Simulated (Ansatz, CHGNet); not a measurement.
For Bi4Te3 (R-3m, No. 166, 7 atoms in the cell; start COD 9011203), the machine-learned potential CHGNet-r²SCAN (trained on r²SCAN data) gives:

| Property | Value |
|---|---|
| lattice constant a | 4.512 Å |
| lattice parameter c | 43.045 Å |

Problem. What does r²SCAN in Ansatz (plane waves, PAW) give for the same quantities?

Solution. 
- lattice constant a: 4.467 Å (decreases by 1.0 %)
- lattice parameter c: 43.791 Å (rises by 1.7 %)

Changes are worked out from the printed values.

Unless a cell is named, each level is at its own relaxed cell (CHGNet-r²SCAN 36.14, r²SCAN 36.03 Å³/atom).

Levels without +SOC leave out spin–orbit coupling, which shifts energies and cells of such heavy elements.

Caveats: the relaxation could not lower the start's symmetry, so the cell can be a saddle point above a distorted one (CHGNet-r²SCAN, r²SCAN). Ansatz's density-functional and Hartree–Fock values are scalar-relativistic unless marked +SOC, with PAW data made under PBE.

Ansatz is a quantum-chemistry and plane-wave program.
